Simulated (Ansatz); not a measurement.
# OsRh (model structure, started from the CsCl type, Pm-3m, No. 221, 2 atoms in the cell)

The numbers are results of LDA in Ansatz (PAW), not measurements.

Settings: plane-wave cutoff 520 eV, 18×18×18 k mesh, Fermi–Dirac smearing 0.05 eV, no spin polarisation, scalar-relativistic PAW data made under PBE.

Cell (relaxed at this level):

```cif
data_OsRh
_chemical_formula_sum 'Rh1 Os1'
_space_group_name_H-M_alt 'P 1'
_space_group_IT_number 1
_cell_length_a 3.02397
_cell_length_b 3.02397
_cell_length_c 3.02397
_cell_angle_alpha 90.000
_cell_angle_beta 90.000
_cell_angle_gamma 90.000
loop_
_space_group_symop_operation_xyz
  'x, y, z'
loop_
_atom_site_label
_atom_site_type_symbol
_atom_site_fract_x
_atom_site_fract_y
_atom_site_fract_z
_atom_site_occupancy
Rh1 Rh 0.00000 0.00000 0.00000 1
Os1 Os 0.50000 0.50000 0.50000 1
```

```yaml
bulk modulus B0: 349 GPa
```

Note: the run has no spin polarisation, so it can have missed a magnetic state; the bulk modulus is −V dP/dV from two relaxed cells at ±2 % in volume; the relaxation could raise the start's symmetry but not lower it, so the cell can be a saddle point.

Spin–orbit coupling is not included.

Cost on a shared machine: roughly 70 core-seconds.

A model structure was made by putting elements into a prototype or built by hand; it is no filed structure, need not be a known phase, and can be a saddle point held by its symmetry.

Ansatz is a quantum-chemistry and plane-wave program.
